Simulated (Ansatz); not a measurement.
# CuI, pressure series

The parent structure is CuI in the zinc blende structure (space group F-43m, No. 216).

```xyz
2
Lattice="0.0000 3.0389 3.0389 3.0389 0.0000 3.0389 3.0389 3.0389 0.0000" Properties=species:S:1:pos:R:3 pbc="T T T"
I      4.5584     4.5584     4.5584
Cu     0.0000     0.0000     0.0000
```

Cell and atoms are relaxed at each pressure.

The values are results of plane-wave PAW DFT at the PBE level (Ansatz, an electronic-structure program, 420 eV), without spin-orbit coupling, earlier PAW set, not measurements.

Computed cases, in order: pressure −2 GPa; pressure −1 GPa; 0 GPa (base); pressure 3 GPa; pressure 7 GPa; pressure 15 GPa; pressure 30 GPa; pressure 50 GPa; pressure 75 GPa; pressure 100 GPa.

### Question
Between which two neighbouring cases does the gap turn between direct and indirect?

### Answer
Between pressure 15 GPa (1.77 eV, direct at Γ) and pressure 30 GPa (1.93 eV, indirect, Γ → X). The whole series: pressure −2 GPa: 0.96 eV, direct at Γ; pressure −1 GPa: 1.03 eV, direct at Γ; 0 GPa (base): 1.10 eV, direct at Γ; pressure 3 GPa: 1.28 eV, direct at Γ; pressure 7 GPa: 1.47 eV, direct at Γ; pressure 15 GPa: 1.77 eV, direct at Γ; pressure 30 GPa: 1.93 eV, indirect, Γ → X; pressure 50 GPa: 1.63 eV, indirect, Γ → X; pressure 75 GPa: 1.33 eV, indirect, Γ → X; pressure 100 GPa: 1.08 eV, indirect, Γ → X.

With I present, leaving out spin-orbit coupling can change the band edges. Load acts through the strain it causes; cell and atoms are relaxed under it. No phonon test of stability was made. Tetrahedral semiconductors of this kind turn to denser phases somewhere between about 1 and 50 GPa; those were not computed, so compressed cells here can lie past the real transition. The final runs are not spin-polarised.
